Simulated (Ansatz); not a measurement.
We consider Si (model structure, started from the Ge type, P4₃2₁2, No. 96, 12 atoms in the cell), described by LDA in Ansatz (plane waves, PAW).

Numerical settings: plane-wave cutoff 520 eV, 6×6×6 k mesh, Fermi–Dirac smearing 0.01 eV, scalar-relativistic PAW data made under PBE.

Cell (relaxed at this level):

```cif
data_Si12
_chemical_formula_sum 'Si12'
_space_group_name_H-M_alt 'P 1'
_space_group_IT_number 1
_cell_length_a 5.60578
_cell_length_b 5.60578
_cell_length_c 6.69699
_cell_angle_alpha 90.000
_cell_angle_beta 90.000
_cell_angle_gamma 90.000
loop_
_space_group_symop_operation_xyz
  'x, y, z'
loop_
_atom_site_label
_atom_site_type_symbol
_atom_site_fract_x
_atom_site_fract_y
_atom_site_fract_z
_atom_site_occupancy
Si1 Si 0.08268 0.08268 0.00000 1
Si2 Si 0.41732 0.58268 0.75000 1
Si3 Si 0.91732 0.91732 0.50000 1
Si4 Si 0.58268 0.41732 0.25000 1
Si5 Si 0.16654 0.37072 0.24676 1
Si6 Si 0.12928 0.66654 0.99676 1
Si7 Si 0.83346 0.62928 0.74676 1
Si8 Si 0.87072 0.33346 0.49676 1
Si9 Si 0.66654 0.12928 0.00324 1
Si10 Si 0.62928 0.83346 0.25324 1
Si11 Si 0.33346 0.87072 0.50324 1
Si12 Si 0.37072 0.16654 0.75324 1
```

Question: Predict the band gap and smallest direct gap on the k points sampled.

Answer: 
- band gap: 1.04 eV (indirect)
- smallest direct gap on the k points sampled: 1.36 eV

Note: the relaxation could raise the start's symmetry but not lower it, so the cell can be a saddle point.

It cost around 100 core-seconds (rough) of CPU time.

A model structure was made by putting elements into a prototype or built by hand; it is no filed structure, need not be a known phase, and can be a saddle point held by its symmetry.

Ansatz is a program for electronic structure.
